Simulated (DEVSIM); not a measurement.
Device: Mo/AlN/p-GaAs capacitor, at 300 K.

```
layer (left to right)  material  thickness (nm)  Na (cm⁻³)
---------------------  --------  --------------  ---------
1                           AlN            2.50          -
2                          GaAs            4200     2.4e16
```

Metal gate on the left, work function 4.6 eV. Fixed charge at the semiconductor interface -1.2e11 cm⁻² (in units of +e); no interface traps.

The device is made up for the run: typed textbook-type constants, with dimensions and the other settings drawn at random. Values at 300 K; Nc and Nv go as T^1.5, mobilities as T to minus their exponent, the gap by Varshni's rule with the affinity fixed.

```csv
parameter,AlN,GaAs
gap (eV),6.1,1.424
affinity (eV),1.9,4.07
permittivity,8.5,12.9
Nc (cm⁻³),-,4.7e17
Nv (cm⁻³),-,9e18
Varshni α (eV/K),-,0.000541
Varshni β (K),-,204
```

DEVSIM, 1D Poisson equation in equilibrium, Boltzmann statistics, complete ionisation; no quantum confinement or tunnelling. Metal contacts follow the ideal Schottky-Mott rule: no Fermi-level pinning, no interface dipoles.

Base results: flat-band voltage (V) -0.73; minimum of the low-frequency capacitance (μF/cm²) 0.0458; capacitance of the dielectric stack (μF/cm²) 3.01.

Task: What follows from this one change: AlN thickness 0.0025 → 0.0017 μm?

Result: flat-band voltage little changed (-0.74 V); minimum of the low-frequency capacitance little changed (0.0465 μF/cm²); capacitance of the dielectric stack 3.01 → 4.43 μF/cm².

Task: What follows from this one change: substrate doping 2.4e+16 → 1.2e+16 cm^-3?

Result: flat-band voltage -0.73 → -0.72 V; minimum of the low-frequency capacitance 0.0458 → 0.0333 μF/cm²; capacitance of the dielectric stack little changed (3.01 μF/cm²).

Task: What follows from this one change: temperature 300 → 450 K?

Result: flat-band voltage -0.73 → -0.56 V; minimum of the low-frequency capacitance 0.0458 → 0.0536 μF/cm²; capacitance of the dielectric stack little changed (3.01 μF/cm²).

Task: What follows from this one change: interface trap density 0 → 3e+11 cm^-2 eV^-1?

Result: flat-band voltage little changed (-0.74 V); minimum of the low-frequency capacitance 0.0458 → 0.0914 μF/cm²; capacitance of the dielectric stack little changed (3.01 μF/cm²).

Task: What follows from this one change: fixed charge -1.2e+11 → -4.17e+12 cm^-2?

Result: flat-band voltage -0.73 → -0.52 V; minimum of the low-frequency capacitance little changed (0.0455 μF/cm²); capacitance of the dielectric stack little changed (3.01 μF/cm²).

Task: What follows from this one change: gate work function 4.6 → 4.3 eV?

Result: flat-band voltage -0.73 → -1.03 V; minimum of the low-frequency capacitance little changed (0.0458 μF/cm²); capacitance of the dielectric stack little changed (3.01 μF/cm²).
